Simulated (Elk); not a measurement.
# Elk run on Lu₂Ga₃Cu (P3m1, 6 atoms in the cell): self-consistent single point

Level of theory: LDA (PW92), all-electron FP-LAPW, Elk's shipped species files, APW+lo basis with extra local orbitals (Elk).

This input was run:

```
tasks
  0

rgkmax
  8.0

gmaxvr
  16.0

nxlo
  2

lorbcnd
  .true.

rmtscf
  0.93

lmaxi
  3

stype
  0

swidth
  0.00499791

maxscl
  100

scale
  8.091768971

avec
    1.0000000000    0.0000000143    0.0000000000
   -0.5000000124    0.8660253966    0.0000000000
    0.0000000000    0.0000000000    1.6300801105

atoms
  3
  'Lu.in'
  2
  0.6666666667  0.3333333333  0.7301800000    0.0 0.0 0.0
  0.6666666667  0.3333333333  0.2615300000    0.0 0.0 0.0
  'Ga.in'
  3
  0.0000000000  0.0000000000  0.4756900000    0.0 0.0 0.0
  0.0000000000  0.0000000000  0.0467300000    0.0 0.0 0.0
  0.3333333333  0.6666666667  0.9471500000    0.0 0.0 0.0
  'Cu.in'
  1
  0.3333333333  0.6666666667  0.5387100000    0.0 0.0 0.0

ngridk
  6 6 3
```

Output, abridged:

```
│ Elk code version 10.2.4 │

All units are atomic (Hartree, Bohr, etc.)

│ Ground-state run starting from atomic densities │

Lattice vectors :
   8.091768971      0.1157122963E-06   0.000000000
  -4.045884586       7.007677432       0.000000000
   0.000000000       0.000000000       13.19023166

Unit cell volume      :    747.9455870
Brillouin zone volume :   0.3316420576

Muffin-tin inner radius fraction :   0.1000000000E-01

Nuclei treated as point charges

Species :    1 (Lu)
 parameters loaded from : Lu.in
 name : lutetium
 nuclear charge    :   -71.00000000
 electronic charge :    71.00000000
 atomic mass :    318945.3295
 muffin-tin radius :    2.604000000
 number of radial points in muffin-tin :    697
 atomic positions (lattice), magnetic fields (Cartesian) :
   1 :   0.33333333  0.66666667  0.19147000    0.00000000  0.00000000  0.00000000
   2 :   0.33333333  0.66666667  0.72282000    0.00000000  0.00000000  0.00000000

Species :    2 (Ga)
 parameters loaded from : Ga.in
 name : gallium
 nuclear charge    :   -31.00000000
 electronic charge :    31.00000000
 atomic mass :    127097.2538
 muffin-tin radius :    2.232000000
 number of radial points in muffin-tin :    497
 atomic positions (lattice), magnetic fields (Cartesian) :
   1 :   0.66666667  0.33333333  0.93698000    0.00000000  0.00000000  0.00000000
   2 :   0.66666667  0.33333333  0.50802000    0.00000000  0.00000000  0.00000000
   3 :   0.00000000  0.00000000  0.40844000    0.00000000  0.00000000  0.00000000

Species :    3 (Cu)
 parameters loaded from : Cu.in
 name : copper
 nuclear charge    :   -29.00000000
 electronic charge :    29.00000000
 atomic mass :    115837.2717
 muffin-tin radius :    2.232000000
 number of radial points in muffin-tin :    497
 atomic positions (lattice), magnetic fields (Cartesian) :
   1 :   0.00000000  0.00000000  0.00000000    0.00000000  0.00000000  0.00000000

Total number of atoms per unit cell :    6

   [... lines left out ...]
 potential will be trimmed for |G| > 2 gkmax
Constant for pseudocharge density :   10
Radial integration step length :    4

G-vector grid sizes :     42    42    70
Number of G-vectors :    51733

Maximum angular momentum used for
 APW functions                      :    8
 outer part of muffin-tin           :    6
 inner part of muffin-tin           :    3

Total nuclear charge    :   -264.0000000
Total core charge       :    158.0000000
Total valence charge    :    106.0000000
Total excess charge     :    0.000000000
Total electronic charge :    264.0000000

Effective Wigner radius, rₛ :   0.8777937602

Number of empty states         :   24
Total number of valence states :   77
Total number of core states    :  158

Conduction state local-orbitals added automatically
Total number of local-orbitals :  511

Exchange-correlation functional :      3     0     0
 Perdew-Wang/Ceperley-Alder, Phys. Rev. B 45, 13244 (1992)
 gradient requirement :    0
 local density approximation (LDA)

Smearing type :    0
 Gaussian
Smearing width :   0.4997910000E-02
Effective electronic temperature (K) :    1578.215154

Mixing type :    3
 Broyden mixing, J. Phys. A: Math. Gen. 17, L317 (1984)

Kohn-Sham potential initialised from atomic data
│ Self-consistent loop started │
│ Loop number : 1 │
 total energy                :     -36587.8116154
│ Loop number : 2 │
 total energy                :     -36591.6352968
RMS change in Kohn-Sham potential (target) :   0.3554689623     (  0.1000000000E-05)
Absolute change in total energy (target)   :    3.823681342     (  0.1000000000E-03)
│ Loop number : 3 │
 total energy                :     -36611.6433804
RMS change in Kohn-Sham potential (target) :   0.2349762304     (  0.1000000000E-05)
Absolute change in total energy (target)   :    20.96400401     (  0.1000000000E-03)
│ Loop number : 4 │
 total energy                :     -36624.2748333
RMS change in Kohn-Sham potential (target) :   0.8251087828E-01 (  0.1000000000E-05)
Absolute change in total energy (target)   :    17.87245384     (  0.1000000000E-03)
│ Loop number : 5 │
 total energy                :     -36628.0850454
RMS change in Kohn-Sham potential (target) :   0.2416846468E-01 (  0.1000000000E-05)
Absolute change in total energy (target)   :    8.278325589     (  0.1000000000E-03)
   [... lines left out ...]
Absolute change in total energy (target)   :   0.2952983916E-02 (  0.1000000000E-03)
│ Loop number : 17 │
 total energy                :     -36621.2533700
RMS change in Kohn-Sham potential (target) :   0.8366338788E-05 (  0.1000000000E-05)
Absolute change in total energy (target)   :   0.2051946743E-02 (  0.1000000000E-03)
│ Loop number : 18 │
 total energy                :     -36621.2529576
RMS change in Kohn-Sham potential (target) :   0.2729452022E-05 (  0.1000000000E-05)
Absolute change in total energy (target)   :   0.9253989920E-03 (  0.1000000000E-03)
│ Loop number : 19 │
 total energy                :     -36621.2527692
RMS change in Kohn-Sham potential (target) :   0.1106399410E-05 (  0.1000000000E-05)
Absolute change in total energy (target)   :   0.4197365488E-03 (  0.1000000000E-03)
│ Loop number : 20 │
 total energy                :     -36621.2528350
RMS change in Kohn-Sham potential (target) :   0.4267274799E-06 (  0.1000000000E-05)
Absolute change in total energy (target)   :   0.3916440619E-04 (  0.1000000000E-03)
Convergence targets achieved

│ Loop number : 21 │

Energies :
 Fermi                       :     0.280000020440
 sum of eigenvalues          :     -22095.1830669
 electron kinetic            :      40098.0289560
 core electron kinetic       :      38523.3747240
 Coulomb                     :     -75848.7925088
 Coulomb potential           :     -61038.6942804
 nuclear-nuclear             :     -3039.15800102
 electron-nuclear            :     -84580.5747351
 Hartree                     :      11770.9402273
 Madelung                    :     -45329.4453686
 xc potential                :     -1154.51774256
 exchange                    :     -845.006984717
 correlation                 :     -25.4822630519
 total energy                :     -36621.2528005

Density of states at Fermi energy :    53.68585992
 (states/Hartree/unit cell)

Estimated indirect band gap :   0.3783840936E-02
 from k-point     12 to k-point     24
Estimated direct band gap   :   0.1255134170E-01
 at k-point     25

Charges :
 core                        :    158.0000000
 valence                     :    106.0000000
 interstitial                :    9.898259824
 muffin-tins (core leakage)
  species :    1 (Lu)
   atom    1                 :    68.95755316     (  0.2788477936E-05)
   atom    2                 :    68.93219432     (  0.2784292008E-05)
  species :    2 (Ga)
   atom    1                 :    29.44551107     (  0.1872063703E-02)
   atom    2                 :    29.42062871     (  0.1868265589E-02)
   atom    3                 :    29.42106479     (  0.1867484721E-02)
  species :    3 (Cu)
   atom    1                 :    27.92478813     (  0.4171768258E-03)
 total in muffin-tins        :    254.1017402
 total calculated charge     :    263.9700874
 total charge                :    264.0000000
 error                       :   0.2991261795E-01

│ Self-consistent loop stopped │
```

The run converged in 21 iterations. The count includes the last loop, which Elk runs after its targets are met.

The starting cell comes from a database of computed structures (which also holds hypothetical and non-ambient phases and stackings), without a prior relaxation at this level. Spin-orbit coupling is off. Spin polarisation is off. Values depend on the basis (sphere radii, cutoffs, local orbitals), which need not be converged. The log's line on a gap gives a spacing of levels on this mesh, which the program prints for metals too.

Cost on one core of a shared machine: roughly 6 min.
